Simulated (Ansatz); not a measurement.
Start from InAs in the zinc blende structure (space group F-43m, No. 216).

```
CELL_PARAMETERS angstrom
      0.00000     3.05419     3.05419
      3.05419     0.00000     3.05419
      3.05419     3.05419     0.00000
ATOMIC_POSITIONS crystal
  As 0.75000 0.75000 0.75000
  In 0.00000 0.00000 0.00000
```

Cartesian axes are those of the cell as printed.

Method: r2SCAN (Ansatz, a first-principles code; PAW; 500 eV plane waves; spin-orbit coupling left out), earlier PAW set.

Strains are applied to the cell and any free atomic positions relax.

One change was made to it. Results:

| quantity | base | after |
|---|---|---|
| pressure (mean of the normal stresses, compression positive) | 0.01 GPa | 0.01 GPa |
| energy relative to the base (free energy F) | 0 meV/atom | 0.0 meV/atom |

Task: Which change produced these results?
(A) tensor shear ε_xz = −0.19 %
(B) isotropic strain +2.79 %
(C) isotropic strain +1.74 %

Result: A, tensor shear ε_xz = −0.19 %. For comparison, the energy relative to the base in the other runs: isotropic strain +1.74 % gives +13 meV/atom; isotropic strain +2.79 % gives +32 meV/atom.

The mesh was chosen for an insulator and is coarse for the gapless case. Whether these cells are dynamically stable was not tested. The final runs are not spin-polarised.
